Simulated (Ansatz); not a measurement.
The parent structure is BeSe in the zinc blende structure (space group F-43m, No. 216).

BeSe is modelled in the cubic space group F-43m (No. 216), the zinc blende structure, Pearson symbol cF8. Conventional cell: a = b = c = 5.129 Å, α = β = γ = 90.00°. Se on 4c has 4 Be at 2.221 Å (tetrahedral). Be on 4a sees 4 Se at 2.221 Å (tetrahedral). (Neighbours: up to the widest gap in distance over summed covalent radii, below 1.35, at either atom; cation-cation and far metal-metal contacts left out.)
(The calculation used a cell of 2 atoms; values per cell refer to that cell.)

The values are results of Kohn–Sham DFT with the PBEsol functional, run in Ansatz (an electronic-structure program) with PAW and 420 eV plane waves, scalar-relativistic without spin-orbit coupling, not measurements.

Base values:

- Smallest direct gap: 4.28 eV
- Band gap: 2.47 eV
- Shortest interatomic distance: 2.221 Å

Modification: every Se is replaced by Te; the structure is relaxed again.

Tabulated Pauling electronegativity and covalent radius: Se 2.55, 1.20 Å; Te 2.10, 1.38 Å.

Problem. Predict the new smallest direct gap.

Solution. The smallest direct gap drops by 0.676 eV (4.28 eV → 3.61 eV).

Problem. What happens to the band gap?

Solution. The band gap decreases by 0.63 eV (2.47 eV → 1.84 eV).

Problem. What does the calculation give for the shortest interatomic distance after the change?

Solution. The shortest interatomic distance rises by 0.206 Å, from 2.221 Å to 2.427 Å.

Spin-orbit coupling, missing from the scalar runs, can matter with Te. Gaps are Kohn–Sham eigenvalue differences; semilocal functionals usually give less than the measured gap. Whether these cells are dynamically stable was not tested.
